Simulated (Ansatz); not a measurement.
The parent structure is SnS₂ in the CdI2 type structure (space group P-3m1, No. 164; layered, stacked along the Cartesian z axis).

```
SnS2
1.0
    3.62596     0.00000     0.00000
   -1.81298     3.14018     0.00000
    0.00000     0.00000     5.57353
Sn S
1 2
Direct
  0.00000   0.00000   0.00000
  0.33333   0.66667   0.26441
  0.66667   0.33333   0.73559
```

Cartesian axes are those of the cell as printed.

Computed with Ansatz (a program for electronic structure), PBEsol-D3(BJ), PAW, cutoff 420 eV, no SOC, earlier PAW set.

Modification: the cell is stretched by 2.74 % along y with no lateral relaxation, atoms relaxed at fixed cell.

### Question
Predict the stress tensor and what it implies for the stiffness.

### Answer
Stress of the strained cell less that of the base (GPa, compression positive):
```
  -0.92    0.00    0.00
   0.00   -3.48   -0.04
   0.00   -0.04   -0.54
```

Then −Δσ_ii/ε with ε = 0.0274 gives secant stiffness values (nonlinear terms included at this strain): C22 ≈ 127 GPa, C12 ≈ 34 GPa and C23 ≈ 20 GPa.

As a check, the harmonic strain energy −½ V₀ Δσ:ε is 6.3 meV/atom; the computed energy rise is 6.5 meV/atom.

No phonon test of stability was made.
